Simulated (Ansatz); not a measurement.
The starting structures come from a database of crystals and need not be the phases stable at ambient conditions.

Inside the gap of an insulator the Bloch states are evanescent, with a wavenumber k + iκ along the transport direction.

Here is the system:

```yaml
crystal:
  lattice:
    - [5.19497, 0.00000, 0.00000]
    - [0.00000, 5.19497, 0.00000]
    - [0.00000, 0.00000, 5.19497]
  atoms:
    - { symbol: Sr, position: [0.00000, 0.50000, 0.50000] }
    - { symbol: Sr, position: [0.50000, 0.00000, 0.50000] }
    - { symbol: Sr, position: [0.50000, 0.50000, 0.00000] }
    - { symbol: Sb, position: [0.00000, 0.00000, 0.00000] }
    - { symbol: N, position: [0.50000, 0.50000, 0.50000] }
```

Space group of this cell: Pm-3m, anti-perovskite. The cell is taken as given.

Transport runs along the normal of the first two printed cell vectors, the (001) plane of the conventional cell.

No gap correction and no spin-orbit coupling; mid-gap values are interpolated between computed energies.

Task: State the band gap and the smallest decay constant κ at mid-gap according to r2SCAN (Ansatz, a first-principles code).

Result: Gap 0.58 eV on a 6×6×6 mesh; κ = 0.073 1/Å, at the zone centre.
